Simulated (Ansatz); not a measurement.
Start from As in the A7 type structure (space group R-3m, No. 166; a = 3.7458 Å, c = 9.7537 Å (hexagonal axes); layered).

Method: PBEsol-D3(BJ), PAW, 420 eV (Ansatz, a quantum-chemistry and plane-wave program; without spin-orbit coupling), earlier PAW set.

Before the change:

| Property | Value |
|---|---|
| c/a ratio | 2.604 |
| Volume per atom | 19.75 Å³ |

It is then changed as follows: a negative pressure, −2 GPa.

**Question.** Predict the new c/a ratio.

**Answer.** The c/a ratio goes up by 0.040 to 2.644.

**Question.** How does this affect the volume per atom?

**Answer.** The volume per atom rises by 0.695 Å³ to 20.45 Å³.

Load acts through the strain it causes; cell and atoms are relaxed under it. Whether these cells are dynamically stable was not tested.
